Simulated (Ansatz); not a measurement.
MgO (within 0.1 Å of P3m1, No. 156, 12 atoms in the cell; start mp-775808; a measured phase of this formula has another space group) was calculated with dielectric-dependent PBEsol hybrid (Ansatz, a quantum-chemistry and plane-wave program, plane waves, PAW).

Settings: plane-wave cutoff 460 eV, 9×9×2 k mesh (along the axes of the cell as run), Fermi–Dirac smearing 0.01 eV, scalar-relativistic PAW data made under PBE.

Cell (relaxed with PBEsol):

```cif
data_Mg6O6
_chemical_formula_sum 'Mg6 O6'
_space_group_name_H-M_alt 'P3m1'
_space_group_IT_number 156
_space_group_name_Hall 'P 3 -2"'
_cell_length_a 3.26518
_cell_length_b 3.26518
_cell_length_c 15.50900
_cell_angle_alpha 90.000
_cell_angle_beta 90.000
_cell_angle_gamma 120.000
loop_
_atom_site_label
_atom_site_type_symbol
_atom_site_symmetry_multiplicity
_atom_site_Wyckoff_symbol
_atom_site_fract_x
_atom_site_fract_y
_atom_site_fract_z
_atom_site_occupancy
Mg1 Mg 1 c 0.66667 0.33333 0.35188 1
Mg2 Mg 1 c 0.66667 0.33333 0.02071 1
Mg3 Mg 1 a 0.00000 0.00000 0.18631 1
Mg4 Mg 1 a 0.00000 0.00000 0.51809 1
Mg5 Mg 1 a 0.00000 0.00000 0.85251 1
Mg6 Mg 1 b 0.33333 0.66667 0.68629 1
O1 O 1 c 0.66667 0.33333 0.14833 1
O2 O 1 c 0.66667 0.33333 0.47954 1
O3 O 1 a 0.00000 0.00000 0.98145 1
O4 O 1 a 0.00000 0.00000 0.31391 1
O5 O 1 a 0.00000 0.00000 0.64703 1
O6 O 1 b 0.33333 0.66667 0.81395 1
```

Problem. Predict the band gap.

Solution. 
- band gap: 6.49 eV (on the SCF k mesh)

Note: cell and atoms aren't relaxed at this level (pressure -4.0 GPa).

Computing time: very roughly 70 core-minutes.

A start named mp-… is a Materials Project structure, which need not be a measured phase.
